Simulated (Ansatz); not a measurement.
Input and output of a self-consistent single point for BW (Imm2, 8 atoms in the cell) (Ansatz, a program for electronic structure).

Method of the run: LDA (PW92), default PAW files made with PBE (plane waves; Ansatz).

```yaml
crystal:
  lattice:
    - [-1.57026, 1.57026, 8.48605]
    - [1.57026, -1.57026, 8.48605]
    - [1.57026, 1.57026, -8.48605]
  atoms:
    - { symbol: B, position: [0.40926, 0.90926, 0.50000] }
    - { symbol: B, position: [0.65631, 0.65631, 0.00000] }
    - { symbol: B, position: [0.34369, 0.34369, 0.00000] }
    - { symbol: B, position: [0.09369, 0.59369, 0.50000] }
    - { symbol: W, position: [0.55312, 0.05312, 0.50000] }
    - { symbol: W, position: [0.80312, 0.80312, 0.00000] }
    - { symbol: W, position: [0.19688, 0.19688, 0.00000] }
    - { symbol: W, position: [0.94688, 0.44688, 0.50000] }
```

Reference input (self-consistent single point, DFT, LDA (PW92), plane waves, default PAW files made with PBE): basis.ecutwfc = 420 eV; kpoints.mp_grid.grid = 7 7 7; hamiltonian.xc = lda; hamiltonian.pseudopotentials = {kind: paw} (the program's default PAW files); scf.occupations.method = fermi_dirac; scf.occupations.width = 0.1 eV. This run's input differs from it in these lines:

Ansatz 0.2 input:
```diff
@@ -18,3 +18,3 @@
 kpoints:
-  mp_grid: { grid: [7, 7, 7] }
+  mp_grid: { grid: [12, 12, 12] }
 hamiltonian:
@@ -23,3 +23,3 @@
 scf:
-  occupations: { method: fermi_dirac, width: 0.1 eV }
+  occupations: { method: cold, width: 1.0 eV }
 output:
```

The program printed (abridged):

```
SCF iter   1: F=—  HF=-41121.776601 eV  |F-HF|=—  |Δ(HF+E_count)|=         —  Δρ=8.35e-3  dr2=8.85e-2  ethr=1.77e-3  ⟨swp⟩=5.0  Hψ=47435  notcnv=0
all-band conjugate gradients solve this SCF's bands
preconditioner: auto → Kerker (q_TF=auto, 2.635 Å⁻¹)
SCF iter   2: F=—  HF=-41121.760601 eV  |F-HF|=—  |Δ(HF+E_count)|=   1.60e-2  S|Δr|=    0.00e0  Δρ=4.78e-3  dr2=2.81e-2  ethr=1.30e-4  ⟨swp⟩=1.0  Hψ=14842  notcnv=0
SCF iter   3: F=—  HF=-41121.753366 eV  |F-HF|=—  |Δ(HF+E_count)|=   7.23e-3  S|Δr|=    0.00e0  Δρ=4.64e-4  dr2=1.55e-4  ethr=4.13e-5  ⟨swp⟩=2.0  Hψ=17162  notcnv=0
SCF iter   4: F=—  HF=-41121.753346 eV  |F-HF|=—  |Δ(HF+E_count)|=   2.07e-5  S|Δr|=    0.00e0  Δρ=5.62e-5  dr2=3.09e-6  ethr=2.28e-7  ⟨swp⟩=2.1  Hψ=19323  notcnv=0
SCF iter   5: F=—  HF=-41121.753341 eV  |F-HF|=—  |Δ(HF+E_count)|=   4.69e-6  S|Δr|=    0.00e0  Δρ=1.18e-5  dr2=3.99e-7  ethr=4.55e-9  ⟨swp⟩=2.1  Hψ=17921  notcnv=0
SCF iter   6: F=-41121.753341 eV  HF=-41121.753341 eV  |F-HF|=1.92e-8  |Δ(HF+E_count)|=   6.80e-8  S|Δr|=    0.00e0  Δρ=2.40e-6  dr2=2.14e-8  ethr=1.47e-10  ⟨swp⟩=7.4  Hψ=47755  notcnv=0
SCF 1 converged in 6 iterations: F = -41121.753341 eV  dr2 = 2.14e-8
Stability not checked (fill_not_monotonic)
Free energy (F): -41121.753341 eV
Internal energy: -41121.606003 eV  (E = F + TS)
E sigma→0 (E₀):  -41121.704228 eV
Entropy (-TS):   -0.147337 eV (-18.417 meV/atom)
Fermi energy:    21.215155 eV
--- Forces (eV/Å), atoms counted from 1 ---
  atom   1  B     -0.00000000     0.00000000    -0.58051403
  atom   2  B     -0.00000000     0.00000000    -0.10667019
  atom   3  B      0.00000000     0.00000000     0.17947660
  atom   4  B      0.00000000     0.00000000     0.12908196
   [... lines left out ...]
  atom   8  W      0.00000000     0.00000000     0.02506124
--- Stress (GPa, compression-positive) ---
      -12.539554       0.000000      -0.000000
        0.000000     -12.568709       0.000000
       -0.000000       0.000000     -12.413301
  P = ⅓ Tr σ = -12.5072 GPa (-125.072 kbar)
  The stress holds the Pulay correction. Without it, at fixed plane waves, as pw.x and ABINIT print it: P = -12.6501 GPa
```

The run converged in 6 iterations. Against the reference run the free energy goes up by 1.4 meV/atom, the pressure goes from -12.76 to -12.51 GPa and the largest force goes from 0.534 to 0.581 eV/Å.

The starting cell comes from a database of computed structures (which also holds hypothetical and non-ambient phases and stackings), without a prior relaxation at this level. Its lattice was rescaled by up to half a per cent. One atom was moved a little off its site on purpose. Spin polarisation is off. With a pressure of about -13 GPa the cell is away from its equilibrium volume at this level. Ansatz's pressure includes its estimate of the finite-basis (Pulay) stress.

Cost on one core of a shared machine: roughly 80 s.
